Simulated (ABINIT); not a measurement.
ABINIT run on Cs (Im-3m, 1 atom in the cell): self-consistent single point.

Method of the run: PBEsol, norm-conserving pseudopotentials (PseudoDojo nc-sr-04 PBEsol standard) (plane waves; ABINIT).

```
Cs
1.0
   -3.03475     3.03475     3.03475
    3.03475    -3.03475     3.03475
    3.03475     3.03475    -3.03475
Cs
1
Direct
  0.00000   0.00000   0.00000
```

Reference input (self-consistent single point, DFT, PBEsol, plane waves, norm-conserving pseudopotentials (PseudoDojo nc-sr-04 PBEsol standard)): pseudos = [Cs.upf]; ecut = 680 eV; ixc = -116133; occopt = 7; tsmear = 0.1 eV; ngkpt = 6 6 6; nshiftk = 1; shiftk = 0 0 0; potentials = PseudoDojo nc-sr-04 PBEsol standard; nband = 10; kptopt = 1; nstep = 50. This run's input differs from it in these lines:

```diff
@@ -15,7 +15,7 @@
 ixc -116133
-occopt 7
-tsmear 0.1 eV
+occopt 6
+tsmear 0.3 eV
 nband 10
 kptopt 1
-ngkpt 6 6 6
+ngkpt 10 10 10
 nshiftk 1
```

Log, with long lists cut:

```
--- !BeginCycle
solver: {iscf: 7, nstep: 50, nline: 4, wfoptalg: 0, }
tolerances: {tolvrs: 1.00E-10, }
...

     iter   Etot(hartree)      deltaE(h)  residm     vres2
 ETOT  1  -23.366559902169    -2.337E+01 2.904E-02 1.036E+00
 ETOT  2  -23.370908042761    -4.348E-03 1.211E-03 4.246E-02
 ETOT  3  -23.370910519402    -2.477E-06 2.528E-04 9.982E-04
 ETOT  4  -23.370910625117    -1.057E-07 4.483E-04 2.346E-04
 ETOT  5  -23.370910632461    -7.345E-09 9.425E-05 4.355E-05
 ETOT  6  -23.370910633981    -1.520E-09 6.483E-05 2.730E-07
 ETOT  7  -23.370910634008    -2.662E-11 6.466E-05 3.202E-09
 ETOT  8  -23.370910634009    -1.357E-12 4.359E-05 2.040E-10
 ETOT  9  -23.370910634010    -1.350E-13 4.409E-05 1.266E-11
 At SCF step    9       vres2   =  1.27E-11 < tolvrs=  1.00E-10 =>converged.

 Cartesian components of stress tensor (hartree/bohr^3)
  sigma(1 1)=  2.12223799E-06  sigma(3 2)=  0.00000000E+00
  sigma(2 2)=  2.12223799E-06  sigma(3 1)=  0.00000000E+00
  sigma(3 3)=  2.12223799E-06  sigma(2 1)=  0.00000000E+00

 ----iterations are completed or convergence reached----

 reduced coordinates (array xred) for    1 atoms
       0.000000000000      0.000000000000      0.000000000000
 cartesian forces (eV/Angstrom) at end:
    1     -0.00000000000000    -0.00000000000000    -0.00000000000000
 frms,max,avg= 0.0000000E+00 0.0000000E+00   0.000E+00  0.000E+00  0.000E+00 e/A
 length scales=  1.000000000000  1.000000000000  1.000000000000 bohr
              =  0.529177208590  0.529177208590  0.529177208590 angstroms
   [... lines left out ...]
 Fermi (or HOMO) energy (hartree) =   0.05465   Average Vxc (hartree)=  -0.20488
 Fermi (or HOMO) energy (eV) =   1.48705   Average Vxc (eV)=  -5.57507
   [... lines left out ...]
total_energy        : -2.33709106340096E+01
total_energy_eV     : -6.35954820419791E+02
band_energy         : -3.62210207107853E+00
...

-Cartesian components of stress tensor (GPa)         [Pressure= -6.2438E-02 GPa]
- sigma(1 1)=  6.24383869E-02  sigma(3 2)=  0.00000000E+00
- sigma(2 2)=  6.24383869E-02  sigma(3 1)=  0.00000000E+00
- sigma(3 3)=  6.24383869E-02  sigma(2 1)=  0.00000000E+00

 Calculation completed.
```

The run converged in 9 iterations. Against the reference run the free energy falls by 7.5 meV/atom and the pressure moves little (-0.05 to -0.06 GPa).

The starting cell has typed, rounded lattice constants, without a prior relaxation at this level. Its lattice was rescaled by up to half a per cent.

Cost on one core of a shared machine: roughly 80 s.
